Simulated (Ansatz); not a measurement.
## What O → C does to BaTiO3

The reference is BaTiO$_{3}$ (space group P4mm, No. 99; a = 3.955 Å, c = 4.046 Å).

Perturbation: C takes the place of O on all its sites, then cell and atoms are relaxed.

All numbers come from Kohn–Sham DFT with the PBEsol functional, run in Ansatz (a program for electronic structure) with PAW and 420 eV plane waves, scalar-relativistic without spin-orbit coupling, earlier PAW set. k-mesh 11×11×11 (Γ-centred); smearing 0.05 eV (Fermi–Dirac), for the changed cell.

```json
[
 {"quantity": "volume per atom", "base": "12.66 Å³", "changed": "14.56 Å³", "shift": "+1.90 Å³"},
 {"quantity": "density", "base": "6.12 g/cm³", "changed": "5.04 g/cm³", "shift": "-1.072 g/cm³"},
 {"quantity": "space group", "base": "P4mm (No. 99)", "changed": "Pm-3m (No. 221)", "shift": "–"},
 {"quantity": "band gap", "base": "1.85 eV", "changed": "zero", "shift": "–"}
]
```

Stability against distortions was not tested. As relaxed here, BaTiC3 is a hypothetical phase, not in the database extracts checked. The final runs are not spin-polarised. BaTiC3 has a high density of states at the Fermi level and may be magnetic at this level.
